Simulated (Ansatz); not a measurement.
La2Zr2O7 (Fd-3m), PBEsol, rigid bands (Ansatz, a first-principles code): N_c = 2.87e19 cm⁻³ at 300 K and an electron conductivity mass of 1.19 mₑ.

Task: For 1e16 electrons per cm³ at 300 K, place the Fermi level, estimate the Seebeck coefficient of a parabolic band with constant τ, and give mobility and conductivity for τ = 50 fs.

Result: The level lies k_BT ln(N_c/n) = 0.206 eV below the conduction-band minimum. S ≈ −(k_B/e)[ln(N_c/n) + 5/2] = -902 μV/K, against -893 μV/K from the full bands (mean over directions). μ = eτ/m = 73.9 cm²/(V·s) and σ = neμ = 0.118 S/cm. τ is assumed, not computed.

Band transport and this doping are assumed; polarons and phonon drag are left out. Spin-orbit coupling is left out.

Formula and space group known from diffraction (Crystallography Open Database), not checked to be the room-temperature form: La2Zr2O7 (Fd-3m).
